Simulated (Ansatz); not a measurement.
Take W$_{2}$C (space group P-3m1, No. 164; a = 3.009 Å, c = 4.623 Å) as the base.

All numbers come from PBEsol-D3(BJ)/PAW in Ansatz (a quantum-chemistry and plane-wave program), no spin-orbit coupling.

Free-standing slabs (3 atom(s) a layer) normal to the stacking axis with 15 Å of vacuum; in-plane cell relaxed.

One change was made to it. Results:

The shortest interatomic distance falls by 0.064 bohr, from 3.970 bohr to 3.906 bohr; the band gap remains zero; the excess energy per area of both faces (slab less bulk energy over the cell's area: twice a surface energy) comes out as 8.4 J/m² (uncertain by up to 0.2 J/m²); the in-plane lattice parameter a drops by 0.033 bohr (5.686 bohr → 5.653 bohr).

**Question.** Which of these changes matches the shifts?
A) 2 layers
B) 1 layer
C) 4 layers

**Answer.** C, 4 layers. For comparison, the in-plane lattice parameter a in the other runs: 2 layers gives 5.623 bohr; 1 layer gives 5.352 bohr.

Slab and bulk use different k-meshes, which limits the precision of the excess energy. No phonon test of stability was made. The final runs are not spin-polarised.
